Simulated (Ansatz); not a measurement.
## CdS under a change: uniaxial stress, 1 GPa compression along x

Take CdS in the zinc blende structure (space group F-43m, No. 216; a = 5.878 Å) as the base. Axes: x, y, z lie along the cube axes.

It is then changed as follows: uniaxial stress, 1 GPa compression along x, with the cell and atoms free to relax against it.

Level of theory: r2SCAN in Ansatz (plane waves to 500 eV, PAW, no spin-orbit coupling). Γ-centred 10×10×10 mesh, Fermi–Dirac width 0.05 eV.

- Volume per atom: 25.19 Å³ (base 25.38 Å³)
- Space group: I-4m2 (No. 119) (base F-43m (No. 216))
- Shortest interatomic distance: 2.541 Å (base 2.545 Å)
- Energy relative to the base (free energy F): +3.9 meV/atom
- Band gap: 1.44 eV (base 1.54 eV)
- Gap character: direct at Γ (base direct at Γ)
- Electron mass: 0.15 mₑ (at Γ) (base 0.15 mₑ (at Γ))
- Hole mass: 0.16 mₑ along x, 0.76 mₑ across (at Γ)
- Valence-band top at Γ (three highest levels, from the VBM): 0.00, -0.18, -0.18 eV (base 0.00, 0.00, 0.00 eV)
- Strain response (xx, yy, zz): (−4.55, +1.98, +1.98) %

Masses are band curvatures over ±0.01 Å⁻¹ around the edge. Beyond what the load breaks, stability against distortions was not tested. Labels are those of the standard path for the cell's own space group.

Ansatz is a program for electronic structure.
